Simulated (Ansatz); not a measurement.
Base system: NiSi (space group Pnma, No. 62; a = 5.190 Å, b = 3.350 Å, c = 5.624 Å; non-magnetic).

(Cell as relaxed with PBE.)

Levels (all Ansatz, a quantum-chemistry and plane-wave program, PAW, earlier PAW set): PBE (420 eV, no spin-orbit coupling); r2SCAN (500 eV, scalar-relativistic without spin-orbit coupling).

Each level relaxes its own structure.

```json
[
 {"base": "volume per atom", "PBE": "12.22 Å³", "r2SCAN": "11.92 Å³"},
 {"base": "band gap", "PBE": "zero", "r2SCAN": "zero"}
]
```

It is then changed as follows: a hydrostatic pressure of 1.5 GPa.

```csv
quantity,PBE,r2SCAN
shortest interatomic distance,2.283 Å,2.261 Å
band gap,zero,zero
```

PBE's shortest interatomic distance lies 0.022 Å above r2SCAN's (1.0 %); the two agree on the band gap. Neither level is exact; r2SCAN is the comparison here, not a measurement.

Load acts through the strain it causes; cell and atoms are relaxed under it. Stability against distortions was not tested. Seeded moments were not kept for the base. The final runs are not spin-polarised.
